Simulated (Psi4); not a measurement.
Psi4 1.11, PBE0/def2-svp: W(Cl)4(SiH3)2 ([SiH3][W]([SiH3])([Cl])([Cl])([Cl])[Cl]), 13 atoms. The geometry is a generated start, not checked to be a minimum at this level.

```yaml
task: energy
method: pbe0
basis: def2-svp
memory: 3 GB
maxiter: 100
keys_of_the_molecule_block: symmetry c1
scf_type: df (default)
guess: auto, which took SAD (default)
scf_initial_accelerator: adiis (default)
e_convergence: 1e-06 (default)
d_convergence: 1e-06 (default)
dft_radial_points: 75 (default)
dft_spherical_points: 302 (default)
effective_core_potentials: those of the basis set, past Kr
basis_functions: 170
grid_points: 276145
```

```xyz
13

W      0.1233     1.1447    -0.1134
Cl    -1.3351     2.1227    -1.7176
Cl     1.7823     2.0979     1.2992
Cl     1.6452     1.1526    -1.6958
Cl    -1.3279     1.7763     1.4069
Si    -1.3386    -0.6483    -1.1081
H     -2.7991    -0.4333    -1.2257
H     -1.2998    -1.9610    -0.4170
H     -1.0014    -1.0158    -2.5076
Si     1.1993    -0.6891     1.2388
H      2.6692    -0.7405     1.4067
H      0.9219    -2.0713     0.7752
H      0.7606    -0.7348     2.6584
```

Charge 0 and multiplicity 1 are set for this test and not shown to be the ground state.

One run each on 2 threads. Values of diis_max_vecs tried: 3, 6, 10 (default), 20.

Task: How does the count of SCF iterations change with diis_max_vecs, and where is it least?

Result: Fewest SCF iterations, within one of each other: 10 (default) with 11, 20 with 11. The count rises to 21 at 3. All converge to one solution.

```json
[
 {"diis_max_vecs": "3", "SCF iterations": "21", "end": "same solution"},
 {"diis_max_vecs": "6", "SCF iterations": "13", "end": "same solution"},
 {"diis_max_vecs": "10 (default)", "SCF iterations": "11", "end": "same solution"},
 {"diis_max_vecs": "20", "SCF iterations": "11", "end": "same solution"}
]
```
